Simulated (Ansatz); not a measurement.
A constructed model of the (0001) surface of hcp Mg, a pseudomorphic layer of Ag in the host's stacking (bottom of the slab: a bare face, its two planes held)

These are PBE (plane waves to 420 eV, PAW; Ansatz, a first-principles code) values and carry that method's errors.

Slab: 7 atoms, 15.3 Å thick at the start; k 13x13x1, smearing 0.1 eV, dipole-corrected; 2 atoms held, the rest relaxed; symmetry of the start imposed; no spin, no spin-orbit, no U. It is one candidate, not shown to be the stable structure of the face.

```
Property                                               Result
-----------------------------  ------------------------------
work function of the top face                         4.22 eV
energy released by relaxation                        0.036 eV
cost                           around 60 core-seconds (rough)
```
